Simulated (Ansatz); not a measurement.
System: CsCl-type RuAl. Method: LDA (Ansatz, a quantum-chemistry and plane-wave program, PAW).

The input as run:

Ansatz 0.2 input:
```yaml
crystal:
  lattice:
    - [2.9337679605, 0.0, 0.0]
    - [0.0, 2.9337679605, 0.0]
    - [0.0, 0.0, 2.9337679605]
  atoms:
    - { symbol: Al, position: [0.5, 0.5, 0.5] }
    - { symbol: Ru, position: [0.0, 0.0, 0.0] }
basis:
  ecutwfc: 520
  ecutrho_ratio: 4
  xc_grid: 2
kpoints:
  mp_grid: { grid: [18, 18, 18] }
hamiltonian:
  xc: lda
  dispersion: none
  pseudopotentials: { kind: paw }
scf:
  occupations: { method: fermi_dirac, width: 0.05 }
  convergence: { dr2_threshold: 0.0000000002 }
output:
  forces: true
  stress: true
  eigenvalues: true
```

From the output:

```
Crystal: 2 atoms, lattice volume = 25.251 Å³
Basis set: ecut = 520 eV, 691 PW (Γ), exchange–correlation on 48×48×48 points (8 copies of the dense FFT grid, shifted against one another)
Bands: 14, of which v1, the nominal top of the filled ones, is band 10 counted from 1 (9 counted from 0)
Symmetry: 48 space group operations
Space group: Pm-3m (ITA 221), of the structure as read, at distance tolerance 2.9e-5 Å
k-points: 220 of 5832
Functional: x = slater, c = lda
SCF iter   1: F=—  HF=-6272.468017 eV  |F-HF|=—  |Δ(HF+E_count)|=         —  Δρ=8.82e-3  dr2=1.90e-2
SCF iter   2: F=—  HF=-6272.465507 eV  |F-HF|=—  |Δ(HF+E_count)|=   2.51e-3  Δρ=5.12e-3  dr2=7.54e-3
  ...
SCF iter   6: F=—  HF=-6272.463767 eV  |F-HF|=—  |Δ(HF+E_count)|=   1.74e-7  Δρ=3.08e-6  dr2=3.73e-10
SCF iter   7: F=-6272.463767 eV  HF=-6272.463767 eV  |F-HF|=1.82e-12  |Δ(HF+E_count)|=  5.37e-11  Δρ=1.60e-7  dr2=8.19e-13
SCF 1 converged in 7 iterations: F = -6272.463767 eV  dr2 = 8.19e-13
SCF converged after 7 iterations
Free energy (F): -6272.463767 eV
Internal energy: -6272.452480 eV  (E = F + TS)
E sigma→0 (E₀):  -6272.458124 eV
Fermi energy:    17.000281 eV
--- Forces (eV/Å), atoms counted from 1 ---
  atom   1  Al     0.00000000    -0.00000000     0.00000000
  atom   2  Ru    -0.00000000    -0.00000000    -0.00000000
--- Stress (GPa, compression-positive) ---
        4.897332      -0.000000       0.000000
       -0.000000       4.897332       0.000000
        0.000000       0.000000       4.897332
  P = ⅓ Tr σ = 4.8973 GPa (48.973 kbar)
```

The cell is one volume of an energy–volume scan, off the minimum.

The PAW data were made under PBE.
